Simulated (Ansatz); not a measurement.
A self-consistent single point of Al (Fm-3m, 1 atom in the cell) with Ansatz (a first-principles code).

Level of theory: LDA (PW92), default PAW files made with PBE (plane waves; Ansatz).

```xyz
1
Lattice="0.0000 2.0027 2.0027 2.0027 0.0000 2.0027 2.0027 2.0027 0.0000" Properties=species:S:1:pos:R:3 pbc="T T T"
Al     0.0000     0.0000     0.0000
```

Reference input (self-consistent single point, DFT, PBE, plane waves, default PAW files): kpoints.mp_grid.grid = 14 14 14; hamiltonian.xc = pbe; hamiltonian.pseudopotentials = {kind: paw} (the program's default PAW files); scf.occupations.method = fermi_dirac; scf.occupations.width = 0.1 eV. This run's input differs from it in these lines:

Ansatz 0.2 input:
```diff
@@ -10,3 +10,3 @@
 hamiltonian:
-  xc: pbe
+  xc: lda
   pseudopotentials: { kind: paw }
```

Output (repeated stretches shortened):

```
SCF iter   1: F=—  HF=-512.877643 eV  |F-HF|=—  |Δ(HF+E_count)|=         —  Δρ=3.29e-3  dr2=1.61e-3  ethr=1.77e-3  ⟨swp⟩=4.8  Hψ=5438  notcnv=0
all-band conjugate gradients solve this SCF's bands
preconditioner: auto → none
SCF iter   2: F=—  HF=-512.877073 eV  |F-HF|=—  |Δ(HF+E_count)|=   5.70e-4  Δρ=1.49e-3  dr2=3.20e-4  ethr=5.37e-5  ⟨swp⟩=1.0  Hψ=1456  notcnv=0
SCF iter   3: F=—  HF=-512.876944 eV  |F-HF|=—  |Δ(HF+E_count)|=   1.30e-4  Δρ=4.31e-5  dr2=1.38e-7  ethr=1.07e-5  ⟨swp⟩=2.0  Hψ=739  notcnv=0
SCF iter   4: F=—  HF=-512.876944 eV  |F-HF|=—  |Δ(HF+E_count)|=   3.88e-8  Δρ=5.09e-6  dr2=2.33e-9  ethr=4.61e-9  ⟨swp⟩=1.1  Hψ=611  notcnv=0
iter 5 did not close the SCF: its close was put off for the readings that it lacked (scf_convergence_deferred on its scf_iter line)
SCF iter   5: F=-512.876944 eV  HF=-512.876944 eV  |F-HF|=0.00e0  |Δ(HF+E_count)|=  7.37e-10  Δρ=1.08e-7  dr2=1.09e-12  ethr=7.76e-11  ⟨swp⟩=1.8  Hψ=708  notcnv=0
SCF iter   6: F=-512.876944 eV  HF=-512.876944 eV  |F-HF|=1.14e-13  |Δ(HF+E_count)|=  5.68e-13  Δρ=3.55e-9  dr2=1.49e-15  ethr=1.00e-12  ⟨swp⟩=2.0  Hψ=1943  notcnv=0
SCF 1 converged in 6 iterations: F = -512.876944 eV  dr2 = 1.49e-15
Free energy (F): -512.876944 eV
Internal energy: -512.861333 eV  (E = F + TS)
E sigma→0 (E₀):  -512.869138 eV
Entropy (-TS):   -0.015610 eV (-15.610 meV/atom)
Fermi energy:    7.997128 eV
--- Forces (eV/Å), atoms counted from 1 ---
  atom   1  Al    -0.00000000     0.00000000     0.00000000
--- Stress (GPa, compression-positive) ---
       -1.432210       0.000000       0.000000
       -0.000000      -1.432210      -0.000000
       -0.000000       0.000000      -1.432210
  P = ⅓ Tr σ = -1.4322 GPa (-14.322 kbar)
  The stress holds the Pulay correction. Without it, at fixed plane waves, as pw.x and ABINIT print it: P = -1.5089 GPa
```

The run converged in 6 iterations. Against the reference run the pressure goes from 2.05 to -1.43 GPa.

The starting cell has typed, rounded lattice constants, without a prior relaxation at this level. Its lattice was rescaled by a random factor within 2.5 % of one. Ansatz's pressure includes its estimate of the finite-basis (Pulay) stress.
